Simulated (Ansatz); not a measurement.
CsPbBr3 (space group R3m, No. 160; a hypothetical phase, not in the database extracts checked)

```xyz
5
Lattice="4.2371 2.4463 3.4874 -4.2371 2.4463 3.4874 0.0000 -4.8926 3.4874" Properties=species:S:1:pos:R:3 pbc="T T T"
Cs     0.0000     0.0000     0.1296
Pb     0.0000     0.0000     5.1302
Br     0.0000    -2.4783     6.8117
Br     2.1462     1.2391     6.8117
Br    -2.1462     1.2391     6.8117
```

Level of theory: Kohn–Sham DFT with the PBE functional, run in Ansatz (a first-principles code) with PAW and 420 eV plane waves, no spin-orbit coupling. Γ-centred 6×6×6 mesh, Fermi–Dirac width 0.05 eV.

| Property | Value |
|---|---|
| Volume per atom | 43.38 Å³ |
| Density | 4.44 g/cm³ |
| Band gap | 1.81 eV, direct at T |
| Lowest conduction-band minima above the VBM | T (1/2, 1/2, 1/2) 1.81 eV |
| Total energy | -5186.655 eV/atom (σ→0; compares only within this code and set-up) |

With Pb present, leaving out spin-orbit coupling can change the band edges. No phonon test of stability was made.
